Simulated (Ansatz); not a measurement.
Input and output of a self-consistent single point for BaAlGe (P1, 3 atoms in the cell) (Ansatz, a quantum-chemistry and plane-wave program).

Level of theory: PBEsol, PAW files made with PBE (plane waves; Ansatz).

The change in words: atoms moved at random. Reference geometry:
```
CELL_PARAMETERS angstrom
      4.43750     0.00000     0.00000
     -2.21875     3.84298     0.00000
      0.00000     0.00000     5.32971
ATOMIC_POSITIONS crystal
  Ba 0.00000 0.00000 0.00000
  Al 0.66667 0.33333 0.50000
  Ge 0.33333 0.66667 0.50000
```

Reference input (self-consistent single point, DFT, PBEsol, plane waves, PAW files made with PBE): kpoints.mp_grid.grid = 6 6 4; hamiltonian.xc = pbesol; hamiltonian.pseudopotentials = {kind: paw} (an earlier, softer set of the program's PAW files); scf.occupations.method = fermi_dirac; scf.occupations.width = 0.1 eV. This run's input differs from it in these lines:

Ansatz 0.2 input:
```diff
@@ -7,5 +7,5 @@
   atoms:
-    - { symbol: Ba, position: [0.000000, 0.000000, 0.000000] }
-    - { symbol: Al, position: [0.666667, 0.333333, 0.500000] }
-    - { symbol: Ge, position: [0.333333, 0.666667, 0.500000] }
+    - { symbol: Ba, position: [-0.008232, -0.023746, 0.000532] }
+    - { symbol: Al, position: [0.672475, 0.341918, 0.496909] }
+    - { symbol: Ge, position: [0.335757, 0.681829, 0.502559] }
 kpoints:
```

Output (repeated stretches shortened):

```
SCF iter   1: F=—  HF=-10643.063672 eV  |F-HF|=—  |Δ(HF+E_count)|=         —  Δρ=3.50e-2  dr2=2.48e0  ethr=3.10e-3  ⟨swp⟩=8.8  Hψ=9383  notcnv=0
all-band conjugate gradients solve this SCF's bands
preconditioner: auto → Kerker (q_TF=auto, 2.229 Å⁻¹)
SCF iter   2: F=—  HF=-10642.480958 eV  |F-HF|=—  |Δ(HF+E_count)|=   5.83e-1  Δρ=1.85e-2  dr2=7.58e-1  ethr=3.10e-3  ⟨swp⟩=3.0  Hψ=3463  notcnv=0
   [... lines left out ...]
SCF iter   6: F=—  HF=-10642.220339 eV  |F-HF|=—  |Δ(HF+E_count)|=   1.26e-5  Δρ=2.17e-4  dr2=5.16e-5  ethr=1.98e-6  ⟨swp⟩=2.0  Hψ=2211  notcnv=0
SCF iter   7: F=—  HF=-10642.220341 eV  |F-HF|=—  |Δ(HF+E_count)|=   2.07e-6  Δρ=4.30e-5  dr2=3.06e-6  ethr=1.91e-7  ⟨swp⟩=1.9  Hψ=1613  notcnv=0
SCF iter   8: F=—  HF=-10642.220342 eV  |F-HF|=—  |Δ(HF+E_count)|=   6.26e-7  Δρ=1.34e-5  dr2=1.83e-7  ethr=1.14e-8  ⟨swp⟩=2.4  Hψ=2417  notcnv=0
SCF iter   9: F=-10642.220342 eV  HF=-10642.220342 eV  |F-HF|=3.41e-9  |Δ(HF+E_count)|=   4.72e-9  Δρ=3.11e-6  dr2=1.84e-8  ethr=3.70e-10  ⟨swp⟩=6.6  Hψ=7114  notcnv=0
SCF 1 converged in 9 iterations: F = -10642.220342 eV  dr2 = 1.84e-8
Free energy (F): -10642.220342 eV
Internal energy: -10642.162442 eV  (E = F + TS)
E sigma→0 (E₀):  -10642.191392 eV
Entropy (-TS):   -0.057900 eV (-19.300 meV/atom)
Fermi energy:    7.336007 eV
--- Forces (eV/Å), atoms counted from 1 ---
  atom   1  Ba    -0.04223871     0.24556313    -0.01399916
  atom   2  Al    -0.16547207     0.02359134     0.01305847
  atom   3  Ge     0.20771384    -0.26916480     0.00093876
--- Stress (GPa, compression-positive) ---
       -3.762802       0.248493       0.007168
        0.248492      -2.813445      -0.023600
        0.007168      -0.023600      -3.743132
  P = ⅓ Tr σ = -3.4398 GPa (-34.398 kbar)
  The stress holds the Pulay correction. Without it, at fixed plane waves, as pw.x and ABINIT print it: P = -3.4547 GPa
```

The run converged in 9 iterations. Against the reference run the free energy rises by 7.4 meV/atom, the pressure goes from -3.56 to -3.44 GPa and the largest force goes from 0.000 to 0.340 eV/Å.

The starting cell comes from a database of computed structures (which also holds hypothetical and non-ambient phases and stackings), without a prior relaxation at this level. Its lattice was rescaled by a random factor within 2.5 % of one. For this run, on top of that: atoms moved at random. With a pressure of about -3 GPa the cell is away from its equilibrium volume at this level. Ansatz's pressure includes its estimate of the finite-basis (Pulay) stress.

Cost on one core of a shared machine: roughly 30 s.
